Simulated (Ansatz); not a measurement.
Consider ZnSiP₂ in the chalcopyrite structure (space group I-42d, No. 122; a = 5.3531 Å, c = 10.4452 Å). Axes: x, y, z lie along a, b, c of the conventional cell.

Now apply this change: the cell is compressed by 3.00 % along z with no lateral relaxation, atoms relaxed at fixed cell.

All numbers come from Ansatz (a first-principles code), PBEsol, PAW, cutoff 420 eV, no spin-orbit coupling.

Base, band edges from the VBM (valence, conduction): M -1.19, 1.36; G -0.94, 2.25; R -0.94, 2.25; X -0.58, 1.92; Γ 0.00, 1.16; S₀ -0.64, 1.53; S -0.64, 1.53; N -0.84, 2.68; P -0.94, 2.64 eV.

**Question.** Give the band edges at the high-symmetry points of the new zone, measured from its valence-band maximum.

**Answer.** 
| point | valence edge (eV) | conduction edge (eV) |
|---|---|---|
| Γ | 0.00 | 0.87 |
| X | -0.68 | 1.92 |
| P | -1.14 | 2.59 |
| N | -0.96 | 2.65 |
| M | -1.39 | 1.28 |
| S | -0.68 | 1.46 |
| S₀ | -0.68 | 1.46 |
| R | -1.03 | 2.24 |
| G | -1.03 | 2.24 |

The gap is 0.87 eV, direct at Γ.

The cells carry an imposed strain or load. No phonon test of stability was made.
